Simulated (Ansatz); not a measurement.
The reference is TiAl (space group P4/mmm, No. 123; a = 2.824 Å, c = 4.071 Å).

Computed with Ansatz (a quantum-chemistry and plane-wave program), PBE, PAW, cutoff 420 eV, no SOC.

For the base:

- Pressure: 0.0 GPa

One thing is altered: the cell is scaled by 1.0102 in all directions, atoms relaxed at fixed cell.

Q: What happens to the energy relative to the base and pressure?

A: The energy goes up by 5.2 meV/atom; the pressure (mean of the normal stresses, compression positive) goes from zero to -3.3 GPa.

The cells carry an imposed strain or load. Whether these cells are dynamically stable was not tested. The final runs are not spin-polarised.
